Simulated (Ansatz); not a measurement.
**Response to strain in Cr2CuTe4**

Base system: Cr$_{2}$CuTe$_{4}$ in the spinel structure (space group Fd-3m, No. 227; a = 11.000 Å; ferromagnetic; a cell from a computed database, its experimental status unchecked). Axes: x, y, z lie along the cube axes.

Strains are applied to the cell and any free atomic positions relax; under biaxial strain the out-of-plane vector relaxes too; under stress the whole cell relaxes.

The values are results of Ansatz (a quantum-chemistry and plane-wave program) PBEsol, no SOC, not measurements.

Notes on the quantities. pressure: mean of the normal stresses, compression positive; energy relative to the base: free energy F.

| change | pressure | energy relative to the base | volume per atom |
|---|---|---|---|
| base | 0.0 GPa | 0 meV/atom | 23.77 Å³ |
| biaxial strain +0.56 %, plane normal [001], relaxed out of plane | -0.4 GPa | +0.5 meV/atom | 23.90 Å³ |
| isotropic strain −5.89 % | 18.7 GPa | +196 meV/atom | 19.81 Å³ |
| isotropic strain −4.32 % | 12.1 GPa | +100 meV/atom | 20.82 Å³ |
| uniaxial stress, 8 GPa tension along x | – | +73 meV/atom | 24.86 Å³ |

Other magnetic orders, which the real material may have, were not ruled out. Without a gap, meshes like the base's 6×6×6 leave anisotropic stresses uncertain by several tenths of a GPa, and small strain energies with them. Stability under load was not tested beyond the relaxation.
